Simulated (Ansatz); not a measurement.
**Ge: response to strain**

Consider Ge in the diamond structure (space group Fd-3m, No. 227; a = 5.674 Å). Axes: x, y, z lie along the cube axes.

Strains are applied to the cell and any free atomic positions relax; under biaxial strain the out-of-plane vector relaxes too; under stress the whole cell relaxes.

The values are results of r2SCAN/PAW in Ansatz (a quantum-chemistry and plane-wave program), scalar-relativistic without spin-orbit coupling, not measurements.

Notes on the quantities. pressure: mean of the normal stresses, compression positive; energy relative to the base: free energy F.

```json
[
 {"case": "base", "pressure": "0.01 GPa", "band gap": "0.36 eV", "shortest interatomic distance": "2.457 Å", "energy relative to the base": "0 meV/atom"},
 {"case": "biaxial strain +0.87 %, plane normal [001], relaxed out of plane", "pressure": "?", "band gap": "?", "shortest interatomic distance": "?", "energy relative to the base": "?"},
 {"case": "isotropic strain −4.37 %", "pressure": "13.12 GPa", "band gap": "0.59 eV", "shortest interatomic distance": "2.350 Å", "energy relative to the base": "+103 meV/atom"},
 {"case": "isotropic strain −0.92 %", "pressure": "2.12 GPa", "band gap": "0.53 eV", "shortest interatomic distance": "2.434 Å", "energy relative to the base": "+4.0 meV/atom"},
 {"case": "isotropic strain −0.32 %", "pressure": "0.71 GPa", "band gap": "0.45 eV", "shortest interatomic distance": "2.449 Å", "energy relative to the base": "+0.5 meV/atom"},
 {"case": "uniaxial strain ε_xx = −1.39 %", "pressure": "1.04 GPa", "band gap": "0.40 eV", "shortest interatomic distance": "2.446 Å", "energy relative to the base": "+1.8 meV/atom"},
 {"case": "uniaxial strain ε_xx = −0.64 %", "pressure": "0.47 GPa", "band gap": "0.39 eV", "shortest interatomic distance": "2.452 Å", "energy relative to the base": "+0.4 meV/atom"},
 {"case": "uniaxial strain ε_yy = −0.86 %", "pressure": "0.64 GPa", "band gap": "0.39 eV", "shortest interatomic distance": "2.450 Å", "energy relative to the base": "+0.7 meV/atom"},
 {"case": "tensor shear ε_xz = −3.75 %", "pressure": "0.3 GPa", "band gap": "zero", "shortest interatomic distance": "2.429 Å", "energy relative to the base": "+26 meV/atom"},
 {"case": "uniaxial stress, 2 GPa tension along z", "pressure": "–", "band gap": "0.19 eV", "shortest interatomic distance": "2.465 Å", "energy relative to the base": "+2.7 meV/atom"}
]
```

Complete the table.


- biaxial strain +0.87 %, plane normal [001], relaxed out of plane, pressure: -0.77 GPa
- biaxial strain +0.87 %, plane normal [001], relaxed out of plane, band gap: 0.17 eV
- biaxial strain +0.87 %, plane normal [001], relaxed out of plane, shortest interatomic distance: 2.467 Å
- biaxial strain +0.87 %, plane normal [001], relaxed out of plane, energy relative to the base: +1.5 meV/atom

A case with no gap was solved on a k-mesh chosen for an insulator, which is coarse for it. Stability under load was not tested beyond the relaxation. A zero or small gap of Ge under biaxial strain +0.87 %, plane normal [001], relaxed out of plane, Ge under tensor shear ε_xz = −3.75 % and Ge under uniaxial stress, 2 GPa tension along z can be the functional's error rather than a property of the material.
